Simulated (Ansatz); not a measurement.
Base system: PbSe in the rock salt structure (space group Fm-3m, No. 225; a = 6.178 Å). Axes: x, y, z lie along the cube axes.

Level of theory: r2SCAN (Ansatz, a quantum-chemistry and plane-wave program, PAW, no spin-orbit coupling).

Base values:

Smallest direct gap: 0.66 eV
Band gap: 0.66 eV
Pressure: 0.00 GPa

One thing is altered: tensor shear ε_yz = +0.95 % (engineering shear γ = 0.0190); the atoms relax in the strained cell.

Q: What happens to the smallest direct gap, band gap and pressure?

A: The smallest direct gap decreases by 0.01 eV (0.66 eV → 0.65 eV); the band gap falls by 0.09 eV to 0.57 eV; the pressure (mean of the normal stresses, compression positive) remains 0.00 GPa.

Spin-orbit coupling, missing from the scalar runs, can matter with Pb. Stability against distortions was not tested.
